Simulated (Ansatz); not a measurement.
The reference is CaF$_{2}$ in the fluorite structure (space group Fm-3m, No. 225; a = 5.4206 Å).

One thing is altered: a negative pressure, −2 GPa.

Levels (all Ansatz, an electronic-structure program, PAW): PBEsol (420 eV, no spin-orbit coupling); r2SCAN (500 eV, no spin-orbit coupling); HSE06 (420 eV, spin-orbit coupling left out).

One geometry, relaxed with PBEsol, under each level:

| level | band gap | lowest conduction level above the VBM at special points | electron mass | pressure |
|---|---|---|---|---|
| PBEsol | 7.11 eV | Γ 7.11 eV; X 8.03 eV; K 8.29 eV; U 8.29 eV | 0.55 mₑ (at Γ) | -1.99 GPa |
| r2SCAN | 7.95 eV | Γ 7.95 eV; X 8.75 eV; K 9.02 eV; U 9.02 eV | 0.56 mₑ (at Γ) | -1.21 GPa |
| HSE06 | 9.36 eV | Γ 9.36 eV; X 10.45 eV; K 10.73 eV | – | – |

Single points use the geometry relaxed with PBEsol. Their cutoffs differ, which shifts pressures a little. The hybrid gap comes from the SCF mesh plus the semilocal run's edge points and a few special points and is an upper bound. Load acts through the strain it causes; cell and atoms are relaxed under it. Masses are band curvatures over ±0.01 Å⁻¹ around the edge. Stability against distortions was not tested.
